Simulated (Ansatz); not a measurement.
A dielectric-response calculation of SrHI (P4/nmm, 6 atoms in the cell) with Ansatz (a first-principles code).

Level of theory: LDA (PW92), default PAW files made with PBE (plane waves; Ansatz).

```
CELL_PARAMETERS angstrom
      4.30244     0.00000     0.00000
      0.00000     4.30244     0.00000
      0.00000     0.00000     9.12510
ATOMIC_POSITIONS crystal
  Sr 0.00000 0.50000 0.14468
  Sr 0.50000 0.00000 0.85532
  H  0.50000 0.50000 0.00000
  H  0.00000 0.00000 0.00000
  I  0.00000 0.50000 0.68477
  I  0.50000 0.00000 0.31523
```

Reference input (self-consistent single point, DFT, LDA (PW92), plane waves, default PAW files made with PBE): basis.ecutwfc = 420 eV; kpoints.mp_grid.grid = 6 6 3; hamiltonian.xc = lda; hamiltonian.pseudopotentials = {kind: paw} (the program's default PAW files); scf.occupations.method = fixed. This run's input differs from it in these lines:

Ansatz 0.2 input:
```diff
@@ -16,3 +16,3 @@
 kpoints:
-  mp_grid: { grid: [6, 6, 3] }
+  mp_grid: { grid: [6, 6, 3], shift: [0.5, 0.5, 0.5] }
 hamiltonian:
@@ -22,6 +22,4 @@
   occupations: { method: fixed }
-output:
-  forces: true
-  eigenvalues: true
-  stress: true
+dielectric:
+  field_mesh: kpoints
```

Output (repeated stretches shortened):

```
SCF iter   1: F=—  HF=-21638.856012 eV  |F-HF|=—  |Δ(HF+E_count)|=         —  Δρ=6.90e-3  dr2=6.01e-2  ethr=1.77e-3  ⟨swp⟩=6.7  Hψ=3852  notcnv=0  defer=104
all-band conjugate gradients solve this SCF's bands
preconditioner: auto → Resta (q_TF=auto, 2.270 Å⁻¹)
SCF iter   2: F=—  HF=-21638.841504 eV  |F-HF|=—  |Δ(HF+E_count)|=   1.45e-2  Δρ=3.07e-3  dr2=1.15e-2  ethr=1.07e-4  ⟨swp⟩=3.1  Hψ=1564  notcnv=0  defer=108
   [... lines left out ...]
SCF iter   6: F=—  HF=-21638.838796 eV  |F-HF|=—  |Δ(HF+E_count)|=   5.63e-6  Δρ=6.58e-6  dr2=1.03e-7  ethr=1.81e-9  ⟨swp⟩=3.0  Hψ=1629  notcnv=0  defer=108
SCF iter   7: F=—  HF=-21638.838796 eV  |F-HF|=—  |Δ(HF+E_count)|=   7.13e-8  Δρ=1.51e-6  dr2=5.07e-9  ethr=1.84e-10  ⟨swp⟩=3.0  Hψ=1583  notcnv=0  defer=108
SCF iter   8: F=—  HF=-21638.838796 eV  |F-HF|=—  |Δ(HF+E_count)|=   2.11e-9  Δρ=5.51e-7  dr2=4.47e-10  ethr=9.05e-12  ⟨swp⟩=2.0  Hψ=1625  notcnv=0  defer=108
SCF iter   9: F=-21638.838796 eV  HF=-21638.838796 eV  |F-HF|=3.64e-12  |Δ(HF+E_count)|=  9.09e-11  Δρ=9.17e-8  dr2=1.29e-11  ethr=1.00e-12  ⟨swp⟩=15.7  Hψ=5505  notcnv=0
SCF 1 converged in 9 iterations: F = -21638.838796 eV  dr2 = 1.29e-11
DFPT response loops at Γ: preconditioner auto → Resta (q_TF=auto, 2.270 Å⁻¹)  ε∞=4.1 (no band partly filled) …
Free energy (F): -21638.838796 eV
Internal energy: -21638.838796 eV  (E = F + TS)
E sigma→0 (E₀):  -21638.838796 eV
Fermi energy:    4.561137 eV
--- Dielectric response (ions clamped): 2 representative field directions + reference, on 27 of 108 k-points (Σ response iterations 19) ---
  k mesh reduced under 2 symmetry operations, with k and −k counted as one. Each operation leaves every solved perturbation unchanged …
   [... lines left out ...]
         0.00000   -1.34426    0.00000
         0.00000    0.00000   -0.95279
    site 5:
        -1.34426   -0.00000   -0.00000
         0.00000   -1.34426    0.00000
         0.00000    0.00000   -0.95279
  Z* charge neutrality: 7.806e-5 e pre-enforcement
  k-mesh period / interband length: 27.4 Å / 1.83 Å = 14.93 at k = (0.0833, 0.0833, -0.5000), direct gap 3.691 eV — 14 or more, which is no proof of convergence
```

The run converged in 9 iterations. 

Summary of the result:
| Property | Value |
|---|---|
| Free energy E − TS (on the zero of these files) | -21638.8388 eV |
| Top of the valence band (on the code's own zero) | 4.56 eV |
| Gap on the k-point mesh | 3.51 eV |
| ε∞ at this k-point mesh, which may be far from converged in small-gap cells (xx, yy, zz) | 4.18, 4.18, 3.93 |
| Born charges at this mesh (mean of the diagonal, e) | Sr 2.18, Sr 2.18, H -0.97, H -0.97, I -1.21, I -1.21 |

The starting cell comes from a database of computed structures (which also holds hypothetical and non-ambient phases and stackings), without a prior relaxation at this level. Its lattice was rescaled by up to half a per cent. Spin-orbit coupling is off. The shifted mesh does not hold Γ, so a gap read on it misses any band edge there.

Cost on one core of a shared machine: roughly 70 s.
